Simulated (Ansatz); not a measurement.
Take BP in the zinc blende structure (space group F-43m, No. 216) as the base.

```cif
data_B4P4
_chemical_formula_sum 'P4 B4'
_space_group_name_H-M_alt 'F-43m'
_space_group_IT_number 216
_space_group_name_Hall 'F -4 2 3'
_cell_length_a 4.53657
_cell_length_b 4.53657
_cell_length_c 4.53657
_cell_angle_alpha 90.000
_cell_angle_beta 90.000
_cell_angle_gamma 90.000
loop_
_atom_site_label
_atom_site_type_symbol
_atom_site_symmetry_multiplicity
_atom_site_Wyckoff_symbol
_atom_site_fract_x
_atom_site_fract_y
_atom_site_fract_z
_atom_site_occupancy
P1 P 4 c 0.25000 0.25000 0.25000 1
B1 B 4 a 0.00000 0.00000 0.00000 1
```
(The calculation used a cell of 2 atoms; values per cell refer to that cell.)

The values are results of r2SCAN (Ansatz, a first-principles code, PAW, no spin-orbit coupling), not measurements.

For the base:

Density: 2.97 g/cm³
Band gap: 1.41 eV
Smallest direct gap: 3.60 eV

It is then changed as follows: cell and atoms relaxed at a pressure of 18 GPa.

Task: What does the calculation give for the density, band gap and smallest direct gap after the change?

Result: The density rises by 0.28 g/cm³, from 2.97 g/cm³ to 3.25 g/cm³; the band gap shrinks by 0.13 eV (1.41 eV → 1.28 eV); the smallest direct gap rises by 0.16 eV to 3.76 eV.

Load acts through the strain it causes; cell and atoms are relaxed under it. Stability against distortions was not tested. Competing high-pressure phases were not computed.
